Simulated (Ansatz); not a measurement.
Abridged Ansatz (a quantum-chemistry and plane-wave program) output:

```
Relaxation: its limit of steps is 60 (relax.max_steps)
Pseudopotential: Zr, paw, valence charge 12
Pseudopotential: S, paw, valence charge 6
Crystal: 3 atoms, lattice volume = 58.176 Å³
Basis set: ecut = 420 eV, 1105 PW (Γ), exchange–correlation on 48×48×80 points (8 copies of the dense FFT grid, shifted against one another)
Bands: 16, of which v1, the nominal top of the filled ones, is band 12 counted from 1 (11 counted from 0)
Symmetry: 12 space group operations
k-points: 84 of 726
Functional: x = pbesol(κ = 0.804, μ = 0.12345679012345678), c = pbesol(β = 0.046)
SCF iter   1: F=—  HF=-5904.151599 eV  |F-HF|=—  |Δ(HF+E_count)|=         —  Δρ=5.42e-3  dr2=3.06e-2  ethr=1.77e-3  ⟨swp⟩=5.4  Hψ=7475  notcnv=0
SCF iter   2: F=—  HF=-5904.145529 eV  |F-HF|=—  |Δ(HF+E_count)|=   6.07e-3  Δρ=2.38e-3  dr2=4.64e-3  ethr=1.28e-4  ⟨swp⟩=1.0  Hψ=2020  notcnv=0
SCF 1 converged in 6 iterations: F = -5904.144685 eV  dr2 = 1.70e-8
relax step   1: F+E_penalty+E_count = -5904.14468463 eV  Δ(F+E_penalty+E_count) = +0.000e0 eV  max|allowed force component| = 1.534e-4 eV/Å  Δτ_max = 0.0000 Å  P = +2.998 GPa  Ω = 58.176 Å³  (6 SCF iters, dr2 threshold 1.00e-7 eV, accepted)
[... steps on the carried basis left out ...]
relax step   6: F+E_penalty+E_count = -5904.10435851 eV  Δ(F+E_penalty+E_count) = +1.739e-4 eV  max|allowed force component| = 2.780e-4 eV/Å  Δτ_max = 0.0000 Å  P = +4.998 GPa  Ω = 56.547 Å³  stress off target by 3.11e-3 GPa  SCF on the basis re-selected at this cell (its energy is not comparable with the rows above)  (6 SCF iters)
SCF converged after 6 iterations
Free energy (F): -5904.104359 eV
Internal energy: -5904.102648 eV  (E = F + TS)
E sigma→0 (E₀):  -5904.103503 eV
Entropy (-TS):   -0.001711 eV (-0.570 meV/atom)
Fermi energy:    10.177642 eV
  E_disp       = -1.155156  (pairwise vdW)
--- Forces (eV/Å), atoms counted from 1 ---
  atom   1  Zr     0.00000000    -0.00000000     0.00000000
  atom   2  S     -0.00000000     0.00000000     0.00027798
  atom   3  S      0.00000000    -0.00000000    -0.00027798
--- Stress (GPa, compression-positive) ---
        4.998648       0.000000      -0.000000
        0.000000       4.998648      -0.000000
       -0.000000      -0.000000       4.996891
  P = ⅓ Tr σ = 4.9981 GPa (49.981 kbar)
--- Relaxed structure (5 steps of the walk, 4 accepted, 1 SCFs on fresh bases) ---
  cell:  # Å, volume = 56.5473 Å³
    - [3.5003195334313904, 5.614053568372363e-33, -9.022461532263826e-18]
    - [-1.7501597667156952, 3.0313656373144777, 4.511230766131914e-18]
    - [-1.3782758368388214e-17, -6.789378407359522e-33, 5.329248022440636]
  atoms:
    - { symbol: Zr, position: [1.0806888131404602e-34, -2.712724376785408e-35, 0.0] }
    - { symbol: S, position: [0.3333333333333333, 0.6666666666666666, 0.2787717552925379] }
    - { symbol: S, position: [0.6666666666666666, 0.3333333333333333, 0.7212282447074623] }
```

Problem. What was computed, and what are the main results?

Solution. ZrS2, 3 atoms in the cell, with PBEsol-D3(BJ) (Ansatz; PAW; 420 eV plane waves; spin-orbit coupling left out), from a series relaxed to a target (pressure 5 GPa). The last SCF converged to F = -5904.104359 eV, or -1968.0348 eV per atom, at a pressure of 5.00 GPa. The total energy compares only with runs of the same code, potentials and settings.

A case with no gap was solved on a k-mesh chosen for an insulator, which is coarse for it. Load acts through the strain it causes; cell and atoms are relaxed under it. Stability against distortions was not tested. No other phases were tried under pressure. All final runs are without spin polarisation. The cell was made from ZrS2 in the CdI2 type structure (space group P-3m1, No. 164; layered, stacked along the Cartesian z axis) by this change: pressure 5 GPa.

Keys are those of Ansatz 0.2.
